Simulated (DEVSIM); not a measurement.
Structure: abrupt Si n-p junction, at 350 K.

```
layer (left to right)  material  thickness (μm)  Nd (cm⁻³)  Na (cm⁻³)  τn (s)  τp (s)
---------------------  --------  --------------  ---------  ---------  ------  ------
1                            Si            2.30     5.4e16          -  7.6e-7  7.6e-7
2                            Si             280          -     9.8e16  7.6e-7  7.6e-7
```

Left contact: ohmic. Right contact: ohmic. Voltage is applied to the left contact. Recombination: SRH at mid-gap, Auger. Mobility is μmin + (μ − μmin)/(1 + (N/Nref)^α).

The device is made up for the run: typed textbook-type constants, with dimensions and the other settings drawn at random. Values at 300 K; Nc and Nv go as T^1.5, mobilities as T to minus their exponent, the gap by Varshni's rule with the affinity fixed.

| parameter | Si |
|---|---|
| gap (eV) | 1.124 |
| affinity (eV) | 4.05 |
| permittivity | 11.7 |
| Nc (cm⁻³) | 2.86e19 |
| Nv (cm⁻³) | 3.1e19 |
| μn (cm²/Vs) | 1417 |
| μp (cm²/Vs) | 470 |
| μn,min | 52 |
| μp,min | 45 |
| Nref,n | 9.7e16 |
| Nref,p | 2.2e17 |
| αn | 0.68 |
| αp | 0.72 |
| T exponent of μn | 2.3 |
| T exponent of μp | 2.2 |
| Cn (cm⁶/s) | 2.8e-31 |
| Cp (cm⁶/s) | 9.9e-32 |
| Varshni α (eV/K) | 0.000473 |
| Varshni β (K) | 636 |

Model (solved in DEVSIM): 1D drift-diffusion, Boltzmann statistics, complete ionisation; no tunnelling, impact ionisation, image-force lowering or self-heating.

The thickness of layer 1 was swept, all else fixed.

```json
[
 {"thickness of layer 1 (μm)": "0.46", "dark forward voltage at 1 A/cm² (V)": "0.500", "dark forward voltage at 100 A/cm² (V)": "1.387"},
 {"thickness of layer 1 (μm)": "0.8", "dark forward voltage at 1 A/cm² (V)": "0.520", "dark forward voltage at 100 A/cm² (V)": "1.392"},
 {"thickness of layer 1 (μm)": "1.4", "dark forward voltage at 1 A/cm² (V)": "0.536", "dark forward voltage at 100 A/cm² (V)": "1.391"},
 {"thickness of layer 1 (μm)": "2.3", "dark forward voltage at 1 A/cm² (V)": "0.550", "dark forward voltage at 100 A/cm² (V)": "1.385"},
 {"thickness of layer 1 (μm)": "3.9", "dark forward voltage at 1 A/cm² (V)": "0.566", "dark forward voltage at 100 A/cm² (V)": "1.375"},
 {"thickness of layer 1 (μm)": "6.9", "dark forward voltage at 1 A/cm² (V)": "0.580", "dark forward voltage at 100 A/cm² (V)": "1.361"},
 {"thickness of layer 1 (μm)": "12", "dark forward voltage at 1 A/cm² (V)": "0.591", "dark forward voltage at 100 A/cm² (V)": "1.350"}
]
```

From the first row to the last the dark forward voltage at 1 A/cm² goes from 0.500 to 0.591. From the first row to the last the dark forward voltage at 100 A/cm² goes from 1.387 to 1.350.
